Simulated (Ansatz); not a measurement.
```cif
data_Co4Si4
_chemical_formula_sum 'Co4 Si4'
_space_group_name_H-M_alt 'P 1'
_space_group_IT_number 1
_cell_length_a 4.38589
_cell_length_b 4.38589
_cell_length_c 4.38589
_cell_angle_alpha 90.000
_cell_angle_beta 90.000
_cell_angle_gamma 90.000
loop_
_space_group_symop_operation_xyz
  'x, y, z'
loop_
_atom_site_label
_atom_site_type_symbol
_atom_site_fract_x
_atom_site_fract_y
_atom_site_fract_z
_atom_site_occupancy
Co1 Co 0.14559 0.14559 0.14559 1
Co2 Co 0.64559 0.35441 0.85441 1
Co3 Co 0.85441 0.64559 0.35441 1
Co4 Co 0.35441 0.85441 0.64559 1
Si1 Si 0.84332 0.84332 0.84332 1
Si2 Si 0.34332 0.65668 0.15668 1
Si3 Si 0.15668 0.34332 0.65668 1
Si4 Si 0.65668 0.15668 0.34332 1
```

Problem. What linear thermal expansion coefficient does quasi-harmonic approximation on PBEsol in Ansatz (an electronic-structure program) give at 500 K, and what isobaric heat capacity per mole of formula units and Grüneisen parameter?

Solution. α = 10.3 × 10⁻⁶ K⁻¹; C_P = 49.0 J/(mol K); γ = 1.86. The crystal is held in this phase throughout; melting and phase transitions are not modelled.

The PAW data sets were generated under PBE and serve the other functionals too.
